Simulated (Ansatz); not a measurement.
Start from SiC (space group P6_3mc, No. 186; a = 3.078 Å, c = 10.076 Å). Axes: x lies along a and z along c of the hexagonal cell.

All numbers come from PBEsol/PAW in Ansatz (a program for electronic structure), scalar-relativistic without spin-orbit coupling.

Strains are applied to the cell and any free atomic positions relax.

One change was made to it. Results:

The energy rises by 0.9 meV/atom; the band gap drops by 0.07 eV (2.12 eV → 2.05 eV); the valence-band top at Γ (three highest levels, from the VBM) goes from 0.00, 0.00, -0.05 eV to 0.00, -0.07, -0.12 eV.

Task: What was done to the base?
A. uniaxial strain ε_xx = −1.50 %
B. uniaxial strain ε_xx = −0.75 %
C. uniaxial strain ε_xx = −2.25 %

Result: B, uniaxial strain ε_xx = −0.75 %. For comparison, the band gap in the other runs: uniaxial strain ε_xx = −1.50 % gives 1.97 eV; uniaxial strain ε_xx = −2.25 % gives 1.89 eV.

Stability against distortions was not tested.
